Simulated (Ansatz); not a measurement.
Base system: InSe (space group P6_3/mmc, No. 194; layered, stacked along the Cartesian z axis).

```
CELL_PARAMETERS angstrom
      4.03209     0.00000     0.00000
     -2.01605     3.49190     0.00000
      0.00000     0.00000    16.76410
ATOMIC_POSITIONS crystal
  In 0.33333 0.66667 0.66668
  In 0.66667 0.33333 0.16668
  In 0.66667 0.33333 0.33332
  In 0.33333 0.66667 0.83332
  Se 0.33333 0.66667 0.08992
  Se 0.66667 0.33333 0.58992
  Se 0.66667 0.33333 0.91008
  Se 0.33333 0.66667 0.41008
```

Method: PBE-D3(BJ) (Ansatz, a quantum-chemistry and plane-wave program, PAW, no SOC).

For the base:

| Quantity | Result |
|---|---|
| Gap character | direct at Γ |

Perturbation: electron doping at 2.0×10^21 cm⁻³ (0.472 per cell), with a uniform compensating background at fixed cell and a 300 K Fermi–Dirac width.

Problem. What happens to the Fermi level from band edge?

Solution. The Fermi level relative to the doped band's edge (positive inside the band; to 0.05 eV) comes out as +1.05 eV.

Problem. What happens to the gap character?

Solution. The gap character remains direct at Γ.

Carriers are added with a uniform compensating background; total energy and stress of such cells depend on the potential's zero and are not compared; many-body gap narrowing is missing at this level. No phonon test of stability was made.
